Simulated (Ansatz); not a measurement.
Cost and result by functional for the surface energy of the (320) surface of bcc Mo in its 1x1 cell, outermost plane spacing 0.44 Å in the ideal cut, in Ansatz (plane waves, PAW). Single points on the PBE structure, on one kind of machine; costs are rough ratios of the slab run's core time (references not counted) to the cheapest single point. r2SCAN's cost holds its higher cutoff (500 against 420 eV). Differences are taken against r2SCAN for comparison alone: no measured value is at hand, so the table doesn't rank accuracy.

Slab: 24 atoms, 10.1 Å thick at the start (thin: gaps and levels are the slab's own); k 12x4x1, smearing 0.1 eV, dipole-corrected; all atoms relaxed; held to the start's symmetry, so lower structures may exist; no spin, no spin-orbit, no U. These notes are the PBE run's.

```
functional                     relative cost  surface energy (J/m²)  less r2SCAN (J/m²)
-----------------------------  -------------  ---------------------  ------------------
RPBE                                       1                   2.86               -0.42
LDA                                        1                   3.46                0.19
PBEsol                                     1                   3.37                0.10
r2SCAN                                     2                   3.27                0.00
PBE (the relaxed run's value)              –                   3.05               -0.22
```

The values span 0.61 J/m², while the single points' costs differ by a factor of roughly 2. Differences are of unrounded values.

Ansatz is a first-principles code.
